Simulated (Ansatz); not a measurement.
The starting structures come from a database of crystals and need not be the phases stable at ambient conditions.

```xyz
12
Lattice="5.1678 0.0000 0.0000 0.0000 11.1966 0.0000 2.5839 5.5983 2.5839" Properties=species:S:1:pos:R:3 pbc="T T T"
Cd     5.1678    13.9957     2.5839
Cd     0.0000     0.0000     0.0000
Mo     2.5839     2.7991     0.0000
Mo     0.0000     5.5983     0.0000
O      5.9739     4.6308     1.2570
O      1.3269     1.8316     0.8061
O      1.7778    10.2291     1.3269
O      6.4248     7.4299     1.7778
O      4.3617     9.3649     1.3269
O      3.8409    12.1640     1.7778
O      3.3900     3.7666     1.2570
O      3.9108     6.5658     0.8061
```

Space group of this cell: I4_1/a. The cell is taken as given; by PBEsol its mean pressure is -0.7 GPa.

Transport runs along the normal of the first two printed cell vectors, the (100) plane of the conventional cell.

The gap is the functional's own. No spin-orbit coupling. Mid-gap values are interpolated on the energy grid.

Problem. Predict the band gap and the smallest decay constant κ at mid-gap from PBEsol in Ansatz (an electronic-structure program).

Solution. Gap 2.36 eV on a 12×12×12 mesh; κ = 0.354 1/Å, at (0.000, 0.250) of the in-plane reciprocal vectors. At the zone centre, at the nearest computed energy, the slowest state has κ = 0.41 1/Å.
